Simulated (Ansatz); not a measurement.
The starting structures come from a database of crystals and need not be the phases stable at ambient conditions.

 Where the default PAW files enter, the runs use the earlier of Ansatz's two default sets.

Inside the gap of an insulator the Bloch states are evanescent, with a wavenumber k + iκ along the transport direction.

Input:

```
CELL_PARAMETERS angstrom
      2.69349     0.00000     0.00000
      0.00000     5.98661     0.00000
      0.00000     2.99330     2.90350
ATOMIC_POSITIONS crystal
  Si 0.50000 0.50000 0.00000
  Si 0.00000 0.00000 0.00000
  O  0.00000 0.30684 0.38632
  O  0.00000 0.69316 0.61368
  O  0.50000 0.19316 0.00000
  O  0.50000 0.80684 0.00000
```

Space group of this cell: Cmmm. The cell is strained (lengths along the current scaled by 0.97, ions clamped); by r2SCAN its mean pressure is -0.6 GPa.

Transport runs along the normal of the first two printed cell vectors.

The gap is the functional's own. No spin-orbit coupling. Mid-gap values are interpolated on the energy grid.

Q: Predict the band gap and the smallest decay constant κ at mid-gap from Ansatz (an electronic-structure program) with r2SCAN.

A: Gap 6.41 eV on a 12×10×10 mesh; κ = 0.444 1/Å, at the zone centre.
